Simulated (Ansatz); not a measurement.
Start from Gd in the hcp (Mg type) structure (space group P6_3/mmc, No. 194; a = 3.569 Å, c = 5.701 Å; ferromagnetic; relaxed with 0.1 eV smearing). Axes: x lies along a and z along c of the hexagonal cell.

Method: Kohn–Sham DFT with the PBEsol functional, run in Ansatz (a program for electronic structure) with PAW and 420 eV plane waves, spin-orbit coupling left out.

Before the change:

| Item | Value |
|---|---|
| Magnetic state | ferromagnetic |

The change: uniaxial stress, 0.5 GPa tension along x, with the cell and atoms free to relax against it.

Question: Estimate the effect on the energy relative to the base, magnetic state and strain response.

Answer: The energy rises by 0.4 meV/atom; the magnetic state stays ferromagnetic; the strain response (xx, yy, zz) amounts to (+0.89, −0.24, −0.15) %.

The magnetic state is the one reached from the starting moments; the real material's order can differ, and small cells can't hold many antiferromagnetic ones. The state of the 4f shell was not checked for lower solutions. Beyond what the load breaks, stability against distortions was not tested.
